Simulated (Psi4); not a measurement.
Psi4 1.11, PBE/def2-tzvp: CC[Se], charge -1, multiplicity 1, 8 atoms. The geometry is a generated start, not checked to be a minimum at this level.

```yaml
task: energy
method: pbe
basis: def2-tzvp
memory: 3 GB
maxiter: 100
keys_of_the_molecule_block: symmetry c1
scf_type: df (default)
e_convergence: 1e-06 (default)
d_convergence: 1e-06 (default)
dft_radial_points: 75 (default)
dft_spherical_points: 302 (default)
basis_functions: 140
grid_points: 172143
```

```xyz
8

C     -0.7896     0.1947    -0.0063
C      0.6240    -0.3461     0.0418
Se     1.9689     1.0400    -0.2758
H     -0.9794     0.6591    -0.9736
H     -1.5127    -0.6107     0.1513
H     -0.9269     0.9521     0.7646
H      0.7741    -1.1105    -0.7233
H      0.8417    -0.7786     1.0212
```

Charge -1 and multiplicity 1 are set for this test and not shown to be the ground state.

With the defaults (diis = true, scf_initial_accelerator = adiis, damping_percentage = 0, diis_max_vecs = 10, guess = auto, which took SAD, soscf = false, soscf_start_convergence = 0.01, level_shift = 0, level_shift_cutoff = 0.01) it converges in 10 SCF iterations. One run each on 2 threads, with these changes:
- guess = sadno
- level_shift = 0.5, level_shift_cutoff = 0.001
- diis_max_vecs = 6
- guess = sapgau
- guess = core
- diis_max_vecs = 20
- diis = false, scf_initial_accelerator = none, damping_percentage = 60
- soscf = true, soscf_start_convergence = 0.001
- guess = huckel

Q: Which runs fail or end elsewhere than the default run?

A: No convergence: diis = false, scf_initial_accelerator = none, damping_percentage = 60 (the run ends without SCF convergence in 100 iterations). The rest reach the solution of the defaults.

```csv
setting,SCF iterations,JK calls,end
"soscf = true, soscf_start_convergence = 0.001",8,19,same solution
the defaults,10,11,same solution
diis_max_vecs = 20,10,11,same solution
"level_shift = 0.5, level_shift_cutoff = 0.001",10,11,same solution
guess = huckel,10,29,same solution
guess = sapgau,10,10,same solution
diis_max_vecs = 6,10,11,same solution
guess = sadno,11,11,same solution
guess = core,13,13,same solution
"diis = false, scf_initial_accelerator = none, damping_percentage = 60",100,101,no convergence
```

An SOSCF iteration holds several JK calls; a Hückel guess adds calls on atoms. 1 further run of the study ended by our limits or in an error and is left out.
